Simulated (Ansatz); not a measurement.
The starting structures come from a database of crystals and need not be the phases stable at ambient conditions.

Tunnelling through a barrier is set by its complex band structure: the current falls as exp(−2κd) with the smallest κ.

Here is the system:

```
GaLaO3
1.0
    5.59482     0.00000     0.00000
    0.00000    13.46038     0.00000
    2.79741     4.48679     1.61509
La Ga O
2 2 6
Direct
  0.00000   0.75000   0.00000
  0.00000   0.25000   0.00000
  0.00000   0.00000   0.00000
  0.00000   0.50000   0.00000
  0.56915   0.25000   0.00000
  0.43085   0.75000   0.00000
  0.86171   0.68085   0.70744
  0.13829   0.31915   0.29256
  0.56915   0.81915   0.29256
  0.43085   0.18085   0.70744
```

Space group of this cell: R-3c. The cell is taken as given; by r2SCAN its mean pressure is -4.9 GPa.

Transport runs along the normal of the first two printed cell vectors, the (100) plane of the conventional cell.

The gap is the functional's own. No spin-orbit coupling. Mid-gap values are interpolated on the energy grid.

### Question
Predict the band gap and the smallest decay constant κ at mid-gap from r2SCAN in Ansatz (a program for electronic structure).

### Answer
Gap 4.06 eV on a 18×18×18 mesh; κ = 0.403 1/Å, at the zone centre.
